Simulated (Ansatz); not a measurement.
## A self-consistent single point of a (001) slab of P (cut from a parent of space group no. 166; 6 atoms in the cell) with Ansatz

Level of theory: PBEsol, default PAW files made with PBE (plane waves; Ansatz, a first-principles code).

Input:

Ansatz 0.2 input:
```yaml
crystal:
  lattice:
    - [3.461804, 0.000000, 0.000000]
    - [-1.730902, 2.998011, 0.000000]
    - [0.000000, 0.000000, 21.416018]
  atoms:
    - { symbol: P, position: [0.333333, 0.666667, 0.673142] }
    - { symbol: P, position: [0.000000, 0.000000, 0.620013] }
    - { symbol: P, position: [0.000000, 0.000000, 0.379992] }
    - { symbol: P, position: [0.666667, 0.333333, 0.326858] }
    - { symbol: P, position: [0.666667, 0.333333, 0.526564] }
    - { symbol: P, position: [0.333333, 0.666667, 0.473436] }
basis:
  ecutwfc: 420.0
kpoints:
  mp_grid:
    grid: [10, 10, 1]
hamiltonian:
  xc: pbesol
  pseudopotentials:
    kind: paw
scf:
  occupations:
    method: gaussian
    width: 0.1
output:
  forces: true
  eigenvalues: true
  stress: true
```

Output, abridged:

```
WARN the atoms were moved onto the symmetric positions of the space group found under crystal.symmetry.tolerance 1.0e-5 (fractional …
WARN ansatz: RAYON_NUM_THREADS=1 ignored (pool sized by the plan → 1); use --threads N
Pseudopotentials: kind: paw
Pseudopotential: P, paw, valence charge 5
Crystal: 6 atoms, lattice volume = 222.267 Å³
Basis set: ecut = 420 eV, 4313 PW (Γ), exchange–correlation on 48×48×288 points (8 copies of the dense FFT grid, shifted against one another)
Bands: 21, of which v1, the nominal top of the filled ones, is band 15 counted from 1 (14 counted from 0)
Symmetry: 12 space group operations
Space group: P-3m1 (ITA 164), of the structure as read, at distance tolerance 6.1e-5 Å
k-points: 14 of 100
PAW frozen core: P, regenerated for the run's functional, and the local potential with it
Initial density: superposition of atomic densities (neutral atoms: chi_scale 0, normalization atom), corrected by the library's trained network
Initial wavefunctions: pseudopotential atomic-orbital guess
Eigensolver: davidson
Functional: x = pbesol(κ = 0.804, μ = 0.12345679012345678), c = pbesol(β = 0.046)
SCF iter   1: F=—  HF=-4440.060906 eV  |F-HF|=—  |Δ(HF+E_count)|=         —  Δρ=2.50e-3  dr2=4.98e-2  ethr=1.77e-3  ⟨swp⟩=10.6  Hψ=2337  notcnv=0
all-band conjugate gradients solve this SCF's bands
preconditioner: auto → LDOS
SCF iter   2: F=—  HF=-4440.067420 eV  |F-HF|=—  |Δ(HF+E_count)|=   6.51e-3  Δρ=2.00e-3  dr2=1.11e-1  ethr=1.66e-4  ⟨swp⟩=2.4  Hψ=623  notcnv=0  defer=10
SCF iter   3: F=—  HF=-4440.058403 eV  |F-HF|=—  |Δ(HF+E_count)|=   9.02e-3  Δρ=1.03e-3  dr2=2.73e-2  ethr=1.66e-4  ⟨swp⟩=2.1  Hψ=421  notcnv=0  defer=10
SCF iter   4: F=—  HF=-4440.055594 eV  |F-HF|=—  |Δ(HF+E_count)|=   2.81e-3  Δρ=2.38e-4  dr2=4.90e-4  ethr=9.10e-5  ⟨swp⟩=2.0  Hψ=349  notcnv=0  defer=10
SCF iter   5: F=—  HF=-4440.055481 eV  |F-HF|=—  |Δ(HF+E_count)|=   1.13e-4  Δρ=6.62e-5  dr2=3.30e-5  ethr=1.63e-6  ⟨swp⟩=2.1  Hψ=472  notcnv=0  defer=10
SCF iter   6: F=—  HF=-4440.055539 eV  |F-HF|=—  |Δ(HF+E_count)|=   5.74e-5  Δρ=1.72e-5  dr2=7.75e-7  ethr=1.10e-7  ⟨swp⟩=2.8  Hψ=480  notcnv=0  defer=4
SCF iter   7: F=-4440.055539 eV  HF=-4440.055539 eV  |F-HF|=2.26e-8  |Δ(HF+E_count)|=   6.07e-7  Δρ=3.10e-6  dr2=2.56e-8  ethr=3.33e-10  ⟨swp⟩=12.6  Hψ=1897  notcnv=0
SCF 1 converged in 7 iterations: F = -4440.055539 eV  dr2 = 2.56e-8
SCF converged after 7 iterations
Free energy (F): -4440.055539 eV
Harris-Foulkes:  -4440.055539 eV  (|F-HF|=2.26e-8)
Internal energy: -4440.051958 eV  (E = F + TS)
E sigma→0 (E₀):  -4440.053749 eV
Entropy (-TS):   -0.003581 eV (-0.597 meV/atom)
Fermi energy:    1.730688 eV
--- Per-component energies (eV) ---
  E_band       = -153.860986
  E_kinetic    = 416.195779
  E_local      = -9254.278248  (includes V_loc(G=0)·N_el)
  E_nonlocal   = 202.891801
  E_hartree    = 4444.242875
  E_xc         = -363.986257
  E_vxc        = -361.643968  (∫ρ·V_xc dr)
  E_paw        = -3324.231193  (= ΣΔE_a)
  E_vpaw       = -45.516092  (= ΣTr[D̂ρ^β])
  E_aug_tail   = 0.000020  (compensation charges beyond the density's cutoff)
  E_ewald      = 3438.836690
  E_core_change = 0.276576  (= ΣΔE_core)
  E_smearing   = -0.003581  (= −TS)
  E_closure    = 0.000000  (closes the sum)
  Σ components = -4440.055539   (vs F -4440.055539, Δ=0.00e0)
--- Forces (eV/Å), atoms counted from 1 ---
  atom   1  P      0.00000000    -0.00000000    -0.10058174
  atom   2  P      0.00000000    -0.00000000    -0.31642518
  atom   3  P      0.00000000     0.00000000     0.31642518
  atom   4  P      0.00000000     0.00000000     0.10058174
  atom   5  P     -0.00000000     0.00000000     0.23650724
  atom   6  P      0.00000000    -0.00000000    -0.23650724
  max |Σ_I F_I| component: 8.33e-17 eV/Å
--- Stress (GPa, compression-positive) ---
       -2.731287      -0.000000      -0.000000
        0.000000      -2.731287      -0.000000
       -0.000000      -0.000000      -1.516168
  P = ⅓ Tr σ = -2.3262 GPa (-23.262 kbar)
  The stress holds the Pulay correction. Without it, at fixed plane waves, as pw.x and ABINIT print it: P = -2.3415 GPa
--- Band table (eV; the first three rows and the last of 14) ---
  k-point 0: bands = ["-14.2420", "-13.5461", "-12.8228", "-7.9758", "-5.9028", "-3.3932", "-0.9268", "-0.9268", "-0.7920", "-0.7920", "-0.7534", "-0.7534", "-0.4085", "1.4504", "2.1287", "2.1376", "2.2529", "2.2529", "3.2611", "3.2611", "3.5327"]
  k-point 1: bands = ["-14.0957", "-13.4035", "-12.6855", "-7.8685", "-5.8537", "-3.6439", "-2.1744", "-1.7528", "-1.5120", "-1.4385", "-1.0566", "-0.7899", "-0.3158", "1.3857", "1.9129", "2.5933", "2.6105", "3.2833", "3.3647", "3.6236", "3.7440"]
  k-point 2: bands = ["-13.6598", "-12.9803", "-12.2807", "-7.6083", "-5.9273", "-4.7480", "-3.9123", "-3.2757", "-2.1390", "-1.9167", "-1.6338", "-1.1850", "-0.2351", "0.1383", "1.2407", "2.6257", "3.2226", "3.3189", "3.9926", "4.3402", "4.3597"]
  k-point 13: bands = ["-10.5551", "-10.1311", "-9.8730", "-9.3477", "-9.0779", "-8.9773", "-5.5153", "-5.1525", "-5.0608", "-3.3109", "-2.1131", "-2.0635", "-1.5323", "-0.8673", "-0.5716", "2.9533", "3.4240", "4.0359", "4.5852", "5.5542", "5.7486"]
```

The run converged in 7 iterations.

The starting cell comes from a database of computed structures (which also holds hypothetical and non-ambient phases and stackings), without a prior relaxation at this level. The slab is cut from that crystal, and its faces are unrelaxed. Its lattice was rescaled by up to half a per cent. Spin polarisation is off, though cut faces can carry moments; the slab shows no gap.
